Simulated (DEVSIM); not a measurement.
Structure: Ni/Al2O3/p-Ge capacitor, at 250 K.

```csv
layer (left to right),material,thickness (nm),Na (cm⁻³)
1,Al2O3,11.0,-
2,Ge,18000,1.1e15
```

Metal gate on the left, work function 5.1 eV. Fixed charge at the semiconductor interface 0 cm⁻² (in units of +e); no interface traps.

The device is made up for the run: typed textbook-type constants, with dimensions and the other settings drawn at random. Values at 300 K; Nc and Nv go as T^1.5, mobilities as T to minus their exponent, the gap by Varshni's rule with the affinity fixed.

| parameter | Al2O3 | Ge |
|---|---|---|
| gap (eV) | 6.8 | 0.664 |
| affinity (eV) | 1.35 | 4 |
| permittivity | 9 | 16 |
| Nc (cm⁻³) | - | 1.04e19 |
| Nv (cm⁻³) | - | 6e18 |
| Varshni α (eV/K) | - | 0.000477 |
| Varshni β (K) | - | 235 |

Model (solved in DEVSIM): 1D Poisson equation in equilibrium, Boltzmann statistics, complete ionisation; no quantum confinement or tunnelling. Metal contacts follow the ideal Schottky-Mott rule: no Fermi-level pinning, no interface dipoles.

Tabulate band edges, carrier densities and field at 0.85 V on the gate.

Energies count from the Fermi level of the right contact; mesh points crowd at the junctions.

```tsv
x (μm)	Ec (eV)	Ev (eV)	n (cm⁻³)	p (cm⁻³)	field (V/cm)
0.000	2.900	-3.900	< 1e2	< 1e2	13000
0.001641	2.902	-3.898	< 1e2	< 1e2	13000
0.005098	2.907	-3.893	< 1e2	< 1e2	13000
0.008987	2.912	-3.888	< 1e2	< 1e2	13000
0.01117	0.265	-0.418	3.7e13	1.7e10	7400
0.01327	0.266	-0.417	3.4e13	1.8e10	7300
0.01871	0.270	-0.413	2.8e13	2.2e10	7300
0.04199	0.287	-0.396	1.3e13	4.7e10	7000
0.09290	0.321	-0.362	2.7e12	2.3e11	6300
0.2244	0.393	-0.290	9.4e10	6.6e12	4700
0.5833	0.489	-0.194	1.1e9	5.6e14	1000
2.020	0.503	-0.179	5.7e8	1.1e15	≈ 0
5.203	0.503	-0.179	5.7e8	1.1e15	≈ 0
11.81	0.503	-0.179	5.7e8	1.1e15	≈ 0
16.30	0.503	-0.179	5.7e8	1.1e15	≈ 0
17.35	0.503	-0.179	5.7e8	1.1e15	≈ 0
17.76	0.503	-0.179	5.7e8	1.1e15	≈ 0
17.92	0.503	-0.179	5.7e8	1.1e15	≈ 0
17.98	0.503	-0.179	5.7e8	1.1e15	≈ 0
18.00	0.503	-0.179	5.7e8	1.1e15	≈ 0
18.01	0.503	-0.179	5.7e8	1.1e15	≈ 0
18.01	0.503	-0.179	5.7e8	1.1e15	≈ 0
```
